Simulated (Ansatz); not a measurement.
Response to strain in MgO

Start from MgO in the rock salt structure (space group Fm-3m, No. 225).

```
MgO
1.0
    0.00000     2.07958     2.07958
    2.07958     0.00000     2.07958
    2.07958     2.07958     0.00000
Mg O
1 1
Direct
  0.00000   0.00000   0.00000
  0.50000   0.50000   0.50000
```

Cartesian axes are those of the cell as printed.

Strains are applied to the cell and any free atomic positions relax.

Computed with LDA (Ansatz, an electronic-structure program), scalar-relativistic without spin-orbit coupling.

Candidates:
(a) uniaxial strain ε_zz = −1.00 %
(b) uniaxial strain ε_zz = +1.00 %
(c) uniaxial strain ε_zz = −2.00 %

Base values:

```
Quantity   Result
--------  -------
Band gap  5.03 eV
```

**Question.** Order them by band gap, highest first.

**Answer.** (c) uniaxial strain ε_zz = −2.00 % (5.23 eV), (a) uniaxial strain ε_zz = −1.00 % (5.13 eV), (b) uniaxial strain ε_zz = +1.00 % (4.92 eV)

Whether these cells are dynamically stable was not tested.
